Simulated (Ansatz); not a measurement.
The reference is AlP in the zinc blende structure (space group F-43m, No. 216; a = 5.507 Å).

Method: DFT with PBE, PAW potentials and a 420 eV plane-wave cutoff in Ansatz (a first-principles code), no SOC, earlier PAW set.

Before the change:

| Item | Value |
|---|---|
| Gap between the host's bands | 1.63 eV |
| Gap character | indirect, Γ → X |

Modification: hole doping at 5.0×10^21 cm⁻³ (0.209 per cell), with a uniform compensating background at fixed cell and a 300 K Fermi–Dirac width.

Q: How does this affect the Fermi level from band edge, gap between the host's bands and gap character?

A: The Fermi level relative to the doped band's edge (positive inside the band; to 0.05 eV) is +0.40 eV; the gap between the host's bands rises by 0.184 eV to 1.82 eV; the gap character stays indirect, Γ → X.

Carriers are added with a uniform compensating background; total energy and stress of such cells depend on the potential's zero and are not compared; many-body gap narrowing is missing at this level. Stability against distortions was not tested.
